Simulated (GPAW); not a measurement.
GPAW run on GaAg (Pm-3m, 2 atoms in the cell): self-consistent single point.

Method: LDA (Perdew-Wang 92), GPAW PAW datasets LDA (gpaw-data 1.0.1) (plane waves; GPAW).

```xyz
2
Lattice="3.3172 0.0000 0.0000 0.0000 3.3172 0.0000 0.0000 0.0000 3.3172" Properties=species:S:1:pos:R:3 pbc="T T T"
Ga     1.6586     1.6586     1.6586
Ag     0.0000     0.0000     0.0000
```

Reference input (self-consistent single point, DFT PBEsol, plane waves, GPAW PAW datasets PBEsol (made by gpaw-setup)): mode = pw; ecut = 600 eV; xc = PBEsol; kpts = 13 13 13; mesh shift (steps) = 0 0 0; occupations.name = methfessel-paxton; occupations.width = 0.272 eV; occupations.order = 0; nbands = -10; convergence.density = 1e-05 e/electron; convergence.energy = 1e-05 eV/electron; symmetry.symmorphic = false. This run's input differs from it in these lines:

```diff
@@ -13,3 +13,3 @@
 calc = GPAW(mode=PW(600),
-            xc='PBEsol',
+            xc='LDA',
             kpts=(13, 13, 13),
```

Its files differ too (potentials: GPAW PAW datasets LDA (gpaw-data 1.0.1)).

Output (repeated stretches shortened):

```
     iter     time        total  log10-change:
                         energy   eigst   dens
iter:   1 --:--:--    -7.857774
iter:   2 --:--:--    -7.692818   -2.50  -1.34
iter:   3 --:--:--    -7.371807   -2.18  -1.38
iter:   4 --:--:--    -7.383576   -3.79  -1.77
iter:   5 --:--:--    -7.330817   -3.38  -1.90
iter:   6 --:--:--    -7.334630   -3.76  -2.75
iter:   7 --:--:--    -7.329446   -4.07  -2.46
iter:   8 --:--:--    -7.329422   -6.61  -3.28
iter:   9 --:--:--    -7.329347c  -6.07  -3.35
iter:  10 --:--:--    -7.329347c  -7.15  -3.61
iter:  11 --:--:--    -7.329353c  -6.68  -3.82
iter:  12 --:--:--    -7.329351c  -6.97  -4.13
iter:  13 --:--:--    -7.329350c  -7.98c -4.89
iter:  14 --:--:--    -7.329350c  -9.15c -4.99
iter:  15 --:--:--    -7.329350c  -8.34c -4.97
iter:  16 --:--:--    -7.329350c  -7.88c -4.80
iter:  17 --:--:--    -7.329350c  -9.28c -5.14c
Converged after 17 iterations.

Dipole moment: (-0.000000, -0.000000, 0.000000) |e|*Ang

Energy contributions relative to reference atoms: (reference = -197272.588356)

Kinetic:         +0.315390
Potential:       -0.654270
External:        +0.000000
XC:              -7.119412
Entropy (-ST):   -0.028990
Local:           +0.143437
SIC:             +0.000000
--------------------------
Free energy:     -7.343845
Extrapolated:    -7.329350

Showing only first 2 kpts
 Kpt  Band  Eigenvalues  Occupancy
  0     8      2.46954    2.00000
  0     9     10.15689    0.00000
  0    10     10.15689    0.00000
  0    11     10.15689    0.00000

  1     8      2.47111    2.00000
  1     9      9.33128    0.00000
  1    10     10.28845    0.00000
  1    11     10.28845    0.00000

Fermi level: 6.84961

No gap
No difference between direct/indirect transitions
Energy (eV): -7.32935

Forces in eV/Ang:
  0 Ga    0.00000    0.00000    0.00000
  1 Ag    0.00000    0.00000    0.00000

Stress tensor:
     0.052099     0.000000     0.000000
     0.000000     0.052099     0.000000
     0.000000     0.000000     0.052099
Stress (GPa, Voigt): [8.3472 8.3472 8.3472 0.     0.     0.    ]
```

The run converged in 17 iterations. GPAW prints stress with tension positive. Against the reference run the pressure goes from -5.56 to -8.35 GPa.

The starting cell comes from a database of computed structures (which also holds hypothetical and non-ambient phases and stackings), without a prior relaxation at this level. With a pressure of about -8 GPa the cell is away from its equilibrium volume at this level.

Cost on one core of a shared machine: roughly 40 s.
